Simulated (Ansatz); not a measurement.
The reference is C in the diamond structure (space group Fd-3m, No. 227).

```cif
data_C2
_chemical_formula_sum 'C2'
_space_group_name_H-M_alt 'P 1'
_space_group_IT_number 1
_cell_length_a 2.51291
_cell_length_b 2.51291
_cell_length_c 2.51291
_cell_angle_alpha 60.000
_cell_angle_beta 60.000
_cell_angle_gamma 60.000
loop_
_space_group_symop_operation_xyz
  'x, y, z'
loop_
_atom_site_label
_atom_site_type_symbol
_atom_site_fract_x
_atom_site_fract_y
_atom_site_fract_z
_atom_site_occupancy
C1 C 0.00000 0.00000 0.00000 1
C2 C 0.25000 0.25000 0.25000 1
```

The values are results of PBEsol in Ansatz (plane waves to 420 eV, PAW, no SOC), not measurements.

For the base:

| Item | Value |
|---|---|
| Smallest direct gap | 5.57 eV |
| Hole mass | 0.29, 0.29, 0.52 mₑ (at Γ) |

It is then changed as follows: an isotropic linear strain of −0.50 %, atoms relaxed at fixed cell.

Task: Estimate the effect on the smallest direct gap and hole mass.

Result: The smallest direct gap rises by 0.04 eV (5.57 eV → 5.61 eV); the hole mass (degenerate bands, along [100]) becomes 0.29, 0.29, 0.53 mₑ (at Γ) (base: 0.29, 0.29, 0.52 mₑ (at Γ)).

Masses are band curvatures over ±0.01 Å⁻¹ around the edge. No phonon test of stability was made.

Ansatz is an electronic-structure program.
